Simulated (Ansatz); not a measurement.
Data:

```xyz
6
Lattice="2.6935 0.0000 0.0000 0.0000 5.9866 0.0000 0.0000 2.9933 2.9933" Properties=species:S:1:pos:R:3 pbc="T T T"
Si     1.3467     2.9933     0.0000
Si     0.0000     0.0000     0.0000
O      0.0000     2.9933     1.1564
O      0.0000     5.9866     1.8369
O      1.3467     1.1564     0.0000
O      1.3467     4.8302     0.0000
```

Space group of this cell: P4_2/mnm, rutile. The cell is taken as given; by r2SCAN its mean pressure is -9.6 GPa.

All values below come from r2SCAN (plane waves, PAW; Ansatz, a first-principles code).

The current runs along the normal of the first two printed vectors; no spin-orbit coupling. Scaled by the factor s: the length along the current (ions clamped). Meshes 12×10×10 and 12×6 across the current in all rows.

```
s     mean pressure (GPa)  band gap (eV)
----  -------------------  -------------
0.97                 -0.4              ?
1.00                 -9.6           5.97
1.03                -16.9           5.48
```

**Question.** Take the slope of the band gap against ln s from the two given rows, extrapolate to s = 0.97, and say what the run there gives.

**Answer.** Slope = (5.48 − 5.97) / ln 1.03 = -16.6 eV. The line gives 5.97 + (-16.6) × ln 0.97 = 6.47 eV. The run gives 6.40 eV, 0.07 eV under the line, 15 % of the predicted step.
